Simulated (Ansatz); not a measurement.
Input and output of a self-consistent single point for SrTiP2O8 (C2/c, 24 atoms in the cell) (Ansatz, a program for electronic structure).

Level of theory: LDA (PW92), default PAW files made with PBE (plane waves; Ansatz).

```
CELL_PARAMETERS angstrom
      8.28847    -2.60410     0.00000
      8.28847     2.60410     0.00000
     -3.63513     0.00000     7.32292
ATOMIC_POSITIONS crystal
  Sr 0.80538 0.19462 0.75000
  Sr 0.19462 0.80538 0.25000
  Ti 0.00000 0.50000 0.00000
  Ti 0.50000 0.00000 0.50000
  P  0.40330 0.88086 0.75611
  P  0.11914 0.59670 0.74389
  P  0.59670 0.11914 0.24389
  P  0.88086 0.40330 0.25611
  O  0.20118 0.12698 0.89660
  O  0.87302 0.79882 0.60340
  O  0.79882 0.87302 0.10340
  O  0.12698 0.20118 0.39660
  O  0.66704 0.62644 0.85610
  O  0.37356 0.33296 0.64390
  O  0.33296 0.37356 0.14390
  O  0.62644 0.66704 0.35610
  O  0.48398 0.94978 0.69230
  O  0.05022 0.51602 0.80770
  O  0.51602 0.05022 0.30770
  O  0.94978 0.48398 0.19230
  O  0.26978 0.82658 0.60360
  O  0.17342 0.73022 0.89640
  O  0.73022 0.17342 0.39640
  O  0.82658 0.26978 0.10360
```

Reference input (self-consistent single point, DFT, LDA (PW92), plane waves, default PAW files made with PBE): basis.ecutwfc = 30.9 Ry; kpoints.mp_grid.grid = 3 3 2; kpoints.mp_grid.shift = 0.5 0.5 0.5; hamiltonian.xc = lda; hamiltonian.pseudopotentials = {kind: paw} (the program's default PAW files); scf.occupations.method = cold; scf.occupations.width = 0.0147 Ry. This run's input differs from it in these lines:

Ansatz 0.2 input:
```diff
@@ -31,3 +31,3 @@
 basis:
-  ecutwfc: 30.9 Ry
+  ecutwfc: 27.9 Ry
 kpoints:
```

Output (repeated stretches shortened):

```
SCF iter   1: F=—  HF=-23603.626883 eV  |F-HF|=—  |Δ(HF+E_count)|=         —  Δρ=1.72e-2  dr2=9.03e-1  ethr=1.77e-3  ⟨swp⟩=11.3  Hψ=3627  notcnv=0  defer=9
all-band conjugate gradients solve this SCF's bands
preconditioner: auto → Resta (q_TF=auto, 2.436 Å⁻¹)
SCF iter   2: F=—  HF=-23603.466658 eV  |F-HF|=—  |Δ(HF+E_count)|=   1.60e-1  S|Δr|=    0.00e0  Δρ=8.26e-3  dr2=2.14e-1  ethr=5.64e-4  ⟨swp⟩=2.0  Hψ=1044  notcnv=0  defer=45
   [... lines left out ...]
SCF iter   8: F=—  HF=-23603.423516 eV  |F-HF|=—  |Δ(HF+E_count)|=   1.58e-7  S|Δr|=    0.00e0  Δρ=1.11e-5  dr2=6.06e-7  ethr=7.41e-9  ⟨swp⟩=2.0  Hψ=996  notcnv=0  defer=9
SCF iter   9: F=—  HF=-23603.423516 eV  |F-HF|=—  |Δ(HF+E_count)|=   3.62e-7  S|Δr|=    0.00e0  Δρ=1.26e-5  dr2=4.19e-7  ethr=6.25e-11  ⟨swp⟩=17.8  Hψ=4050  notcnv=0
SCF iter  10: F=-23603.423516 eV  HF=-23603.423516 eV  |F-HF|=8.77e-10  |Δ(HF+E_count)|=   6.89e-8  S|Δr|=    0.00e0  Δρ=2.10e-6  dr2=1.61e-8  ethr=6.25e-11  ⟨swp⟩=3.0  Hψ=2358  notcnv=0
SCF 1 converged in 10 iterations: F = -23603.423516 eV  dr2 = 1.61e-8
Stability not checked (fill_not_monotonic)
Free energy (F): -23603.423516 eV
Internal energy: -23603.423516 eV  (E = F + TS)
E sigma→0 (E₀):  -23603.423516 eV
Fermi energy:    5.862589 eV
--- Forces (eV/Å), atoms counted from 1 ---
  atom   1  Sr     0.00000000    -0.20359958     0.00000000
  atom   2  Sr    -0.00000000     0.20359958    -0.00000000
  atom   3  Ti     0.00000000    -0.00000000     0.00000000
  atom   4  Ti    -0.00000000     0.00000000     0.00000000
  atom   5  P      0.12283966    -0.03018691     0.09239050
   [... lines left out ...]
  atom  24  O      0.22734477    -0.07617398     0.18629725
--- Stress (GPa, compression-positive) ---
       -6.554107       0.000000      -0.221294
        0.000000      -6.093903       0.000000
       -0.221294       0.000000      -6.164439
  P = ⅓ Tr σ = -6.2708 GPa (-62.708 kbar)
  The stress holds the Pulay correction. Without it, at fixed plane waves, as pw.x and ABINIT print it: P = -9.3696 GPa
```

The run converged in 10 iterations. Against the reference run the free energy rises by 22.2 meV/atom, the pressure moves little (-6.24 to -6.27 GPa), the largest force hardly changes (0.295 to 0.304 eV/Å) and the gap on the mesh moves little (2.759 to 2.756 eV).

The starting cell comes from a database of published, mostly measured structures (it also holds non-ambient and calculated ones), without a prior relaxation at this level. Its lattice was rescaled by a random factor within 2.5 % of one. Ansatz's pressure includes its estimate of the finite-basis (Pulay) stress. Without the estimate this run gives -9.37 GPa. The cutoff lies below the one recommended for these files. The shifted mesh does not hold Γ, so a gap read on it misses any band edge there.
